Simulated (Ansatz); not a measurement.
Consider the following.

```
HfO2
1.0
    5.00476     0.00000     0.00000
    0.00000     5.21946     0.00000
    0.00000     0.00000     5.18367
Hf O
4 8
Direct
  0.73252   0.03301   0.24144
  0.26748   0.96699   0.74144
  0.73252   0.46699   0.74144
  0.26748   0.53301   0.24144
  0.92865   0.36787   0.37927
  0.07135   0.63213   0.87927
  0.92865   0.13213   0.87927
  0.07135   0.86787   0.37927
  0.53988   0.73395   0.49229
  0.46012   0.26605   0.99229
  0.53988   0.76605   0.99229
  0.46012   0.23395   0.49229
```

Space group of this cell: Pca2_1. The cell is strained (lengths along the current scaled by 1.03, ions clamped); by r2SCAN its mean pressure is -3.5 GPa.

Transport runs along the normal of the first two printed cell vectors.

The gap is the functional's own, uncorrected, and κ follows it; spin-orbit coupling is left out. Mid-gap values are interpolated between the computed energies.

Question: Estimate the band gap and the smallest decay constant κ at mid-gap that r2SCAN in Ansatz (an electronic-structure program) returns for this system.

Answer: Gap 4.90 eV on a 6×6×6 mesh; κ = 0.396 1/Å, at the zone centre.
